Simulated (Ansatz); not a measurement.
Response to strain in MoS2

Take MoS$_{2}$ (space group P6_3/mmc, No. 194; a = 3.109 Å, c = 11.709 Å; layered, stacked along the Cartesian z axis) as the base.

Strains are applied to the cell and any free atomic positions relax.

Computed with Ansatz (an electronic-structure program) PBEsol-D3(BJ), scalar-relativistic without spin-orbit coupling.

Notes on the quantities. energy relative to the base: free energy F.

```csv
isotropic strain (%),energy relative to the base (meV/atom)
-3,40.6
-2.4,25.4
-1.8,?
-1.2,6.1
-0.6,1.5
0,0.0
```

Q: Fit ΔE = Aε² + Bε³ (ε in %) to the rows shown and predict the withheld row.

A: Least squares on the printed values gives A = 4.03 and B = -0.16 meV/atom (largest residual 0.0 meV/atom); this predicts 14.0 meV/atom, and the run gives 14.0 meV/atom, in agreement.

Whether these cells are dynamically stable was not tested.
